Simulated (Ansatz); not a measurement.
## MoSi2: response to strain

Consider MoSi2 (space group I4/mmm, No. 139; relaxed with 0.1 eV smearing).

```
CELL_PARAMETERS angstrom
     -1.58700     1.58700     3.88936
      1.58700    -1.58700     3.88936
      1.58700     1.58700    -3.88936
ATOMIC_POSITIONS crystal
  Si 0.66479 0.66479 0.00000
  Si 0.33521 0.33521 0.00000
  Mo 0.00000 0.00000 0.00000
```

Strains are applied to the cell and any free atomic positions relax.

Computed with plane-wave PAW DFT at the LDA level (Ansatz, a program for electronic structure, 420 eV), no spin-orbit coupling.

Candidates:
(a) isotropic strain −2.50 %
(b) isotropic strain −0.50 %
(c) isotropic strain −2.00 %
(d) isotropic strain +2.00 %

Notes on the quantities. energy relative to the base: free energy F.

Order them by energy relative to the base, lowest first.

(b) isotropic strain −0.50 % (+2.1 meV/atom), (d) isotropic strain +2.00 % (+31 meV/atom), (c) isotropic strain −2.00 % (+36 meV/atom), (a) isotropic strain −2.50 % (+56 meV/atom)

Whether these cells are dynamically stable was not tested. All final runs are without spin polarisation.
